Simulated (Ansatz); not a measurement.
SiTe (model structure, within 0.1 Å of P4/mmm, No. 123, 4 atoms in the cell), treated with PBEsol (PAW; Ansatz, a program for electronic structure).

Settings: plane-wave cutoff 520 eV, 12×12×10 k mesh (along the axes of the cell as run), Fermi–Dirac smearing 0.05 eV, scalar-relativistic PAW data made under PBE.

Cell (relaxed at this level):

```
SiTe
1.0
    5.63029     0.00000     0.00000
    0.00000     5.63029     0.00000
    0.00000     0.00000     2.96060
Si Te
2 2
Direct
  0.00000   0.50000   0.00009
  0.50000   0.00000   0.99991
  0.50000   0.50000   0.00000
  0.00000   0.00000   0.00000
```

Predict the bulk modulus B0.


bulk modulus B0: 62.5 GPa

The run finds no gap.

Note: the bulk modulus is −V dP/dV from two relaxed cells at ±2 % in volume.

Spin–orbit coupling is not included; it can open a gap where bands touch, and shift volumes and moduli.

The computed numbers hold no vibrational or temperature effects.

It cost around 9 core-minutes (rough) of CPU time.

A model structure was made by putting elements into a prototype or built by hand; it is no filed structure, need not be a known phase, and can be a saddle point held by its symmetry.
